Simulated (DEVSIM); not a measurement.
Device: illuminated Si n-on-p cell, one wavelength, at 300 K.

```csv
layer (left to right),material,thickness (μm),Nd (cm⁻³),Na (cm⁻³),τn (s),τp (s),absorption coefficient (cm⁻¹)
1,Si,0.0300,5.3e18,-,1.1e-7,3.7e-7,650
2,Si,47.0,-,1e17,9.7e-7,9.7e-7,650
```

Left contact: ohmic, minority hole recombination velocity 1e6 cm/s. Right contact: ohmic, minority electron recombination velocity 6e6 cm/s. Voltage is applied to the left contact. Recombination: SRH at mid-gap, radiative, Auger. Gap narrowing is on: ΔEg = 6.92 meV × (l + √(l² + 0.5)), l = ln(N/1.3e17 cm⁻³), shared equally by both band edges. Light enters at the left, 1.5e17 photons cm⁻² s⁻¹, one pass, no reflection. Mobility is μmin + (μ − μmin)/(1 + (N/Nref)^α).

The device is made up for the run: typed textbook-type constants, with dimensions and the other settings drawn at random. Values at 300 K.

| parameter | Si |
|---|---|
| gap (eV) | 1.124 |
| affinity (eV) | 4.05 |
| permittivity | 11.7 |
| Nc (cm⁻³) | 2.86e19 |
| Nv (cm⁻³) | 3.1e19 |
| μn (cm²/Vs) | 1417 |
| μp (cm²/Vs) | 470 |
| μn,min | 52 |
| μp,min | 45 |
| Nref,n | 9.7e16 |
| Nref,p | 2.2e17 |
| αn | 0.68 |
| αp | 0.72 |
| B (cm³/s) | 4.7e-15 |
| Cn (cm⁶/s) | 2.8e-31 |
| Cp (cm⁶/s) | 9.9e-32 |

Simulated with DEVSIM: 1D drift-diffusion, Boltzmann statistics, complete ionisation; no tunnelling, impact ionisation, image-force lowering or self-heating.

Question: Tabulate band edges, carrier densities and field at -0.9 V on the left contact, in the dark.

Answer: Energies count from the Fermi level of the right contact; mesh points crowd at the junctions.

```json
[
 {"x (μm)": "0.000", "Ec (eV)": "0.944", "Ev (eV)": "-0.129", "n (cm⁻³)": "5.3e18", "p (cm⁻³)": "8.6e14", "field (V/cm)": "-20"},
 {"x (μm)": "0.01306", "Ec (eV)": "0.944", "Ev (eV)": "-0.129", "n (cm⁻³)": "5.3e18", "p (cm⁻³)": "1.4e15", "field (V/cm)": "≈ 0"},
 {"x (μm)": "0.02429", "Ec (eV)": "0.945", "Ev (eV)": "-0.128", "n (cm⁻³)": "5.1e18", "p (cm⁻³)": "1.9e15", "field (V/cm)": "5500"},
 {"x (μm)": "0.04065", "Ec (eV)": "1.050", "Ev (eV)": "-0.071", "n (cm⁻³)": "8.7e16", "p (cm⁻³)": "1.9e16", "field (V/cm)": "35000"},
 {"x (μm)": "0.09103", "Ec (eV)": "1.095", "Ev (eV)": "-0.025", "n (cm⁻³)": "1.5e16", "p (cm⁻³)": "1.1e17", "field (V/cm)": "570"},
 {"x (μm)": "0.1761", "Ec (eV)": "1.096", "Ev (eV)": "-0.025", "n (cm⁻³)": "1.5e16", "p (cm⁻³)": "1.1e17", "field (V/cm)": "-24"},
 {"x (μm)": "0.3327", "Ec (eV)": "1.095", "Ev (eV)": "-0.025", "n (cm⁻³)": "1.5e16", "p (cm⁻³)": "1.1e17", "field (V/cm)": "-24"},
 {"x (μm)": "0.8072", "Ec (eV)": "1.094", "Ev (eV)": "-0.027", "n (cm⁻³)": "1.5e16", "p (cm⁻³)": "1.1e17", "field (V/cm)": "-24"},
 {"x (μm)": "1.545", "Ec (eV)": "1.092", "Ev (eV)": "-0.028", "n (cm⁻³)": "1.4e16", "p (cm⁻³)": "1.1e17", "field (V/cm)": "-24"},
 {"x (μm)": "3.083", "Ec (eV)": "1.089", "Ev (eV)": "-0.032", "n (cm⁻³)": "1.4e16", "p (cm⁻³)": "1.1e17", "field (V/cm)": "-24"},
 {"x (μm)": "5.916", "Ec (eV)": "1.082", "Ev (eV)": "-0.039", "n (cm⁻³)": "1.4e16", "p (cm⁻³)": "1.1e17", "field (V/cm)": "-24"},
 {"x (μm)": "14.50", "Ec (eV)": "1.060", "Ev (eV)": "-0.060", "n (cm⁻³)": "1.3e16", "p (cm⁻³)": "1.1e17", "field (V/cm)": "-25"},
 {"x (μm)": "27.87", "Ec (eV)": "1.026", "Ev (eV)": "-0.094", "n (cm⁻³)": "1.1e16", "p (cm⁻³)": "1.1e17", "field (V/cm)": "-26"},
 {"x (μm)": "37.06", "Ec (eV)": "1.002", "Ev (eV)": "-0.119", "n (cm⁻³)": "7.6e15", "p (cm⁻³)": "1.1e17", "field (V/cm)": "-28"},
 {"x (μm)": "42.98", "Ec (eV)": "0.985", "Ev (eV)": "-0.136", "n (cm⁻³)": "4.0e15", "p (cm⁻³)": "1.0e17", "field (V/cm)": "-30"},
 {"x (μm)": "44.93", "Ec (eV)": "0.979", "Ev (eV)": "-0.142", "n (cm⁻³)": "2.3e15", "p (cm⁻³)": "1.0e17", "field (V/cm)": "-31"},
 {"x (μm)": "45.99", "Ec (eV)": "0.976", "Ev (eV)": "-0.145", "n (cm⁻³)": "1.2e15", "p (cm⁻³)": "1.0e17", "field (V/cm)": "-31"},
 {"x (μm)": "46.50", "Ec (eV)": "0.974", "Ev (eV)": "-0.147", "n (cm⁻³)": "6.7e14", "p (cm⁻³)": "1.0e17", "field (V/cm)": "-32"},
 {"x (μm)": "46.83", "Ec (eV)": "0.973", "Ev (eV)": "-0.148", "n (cm⁻³)": "2.8e14", "p (cm⁻³)": "1.0e17", "field (V/cm)": "-32"},
 {"x (μm)": "46.94", "Ec (eV)": "0.973", "Ev (eV)": "-0.148", "n (cm⁻³)": "1.5e14", "p (cm⁻³)": "1.0e17", "field (V/cm)": "-32"},
 {"x (μm)": "46.99", "Ec (eV)": "0.972", "Ev (eV)": "-0.148", "n (cm⁻³)": "8.1e13", "p (cm⁻³)": "1.0e17", "field (V/cm)": "-32"},
 {"x (μm)": "47.03", "Ec (eV)": "0.972", "Ev (eV)": "-0.148", "n (cm⁻³)": "3.9e13", "p (cm⁻³)": "1.0e17", "field (V/cm)": "-39"}
]
```
